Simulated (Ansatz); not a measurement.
Consider BeS (space group P4/nmm, No. 129; a = 3.452 Å, c = 5.621 Å; a hypothetical phase, not in the database extracts checked; layered, stacked along the Cartesian z axis). Axes: x, y, z lie along a, b, c of the conventional cell.

It is then changed as follows: the symmetric strain tensor [0.0042 -0.0031 0.0115; -0.0031 0.0013 -0.0026; 0.0115 -0.0026 0.0006], atoms relaxed at fixed cell.

Levels (all Ansatz, a quantum-chemistry and plane-wave program, PAW): PBEsol (420 eV, no spin-orbit coupling); r2SCAN (500 eV, no SOC).

The geometry is relaxed with PBEsol.

| Quantity | Value |
|---|---|
| PBEsol gap character | direct at Γ |
| PBEsol band gap | 3.38 eV |
| PBEsol pressure | -0.25 GPa |

**Question.** What does r2SCAN give at this geometry for the gap character, band gap and pressure?

**Answer.** The gap character is still direct at Γ; the band gap grows by 0.673 eV (3.38 eV → 4.06 eV); the pressure grows by 0.86 GPa, from -0.25 GPa to 0.61 GPa.

Single points use the geometry relaxed with PBEsol. Their cutoffs differ, which shifts pressures a little. Stability against distortions was not tested. The base started in Pnma and relaxed to P4/nmm at this level. No dispersion term is included in the PBEsol runs. Labels are those of the standard path for the cell's own space group.
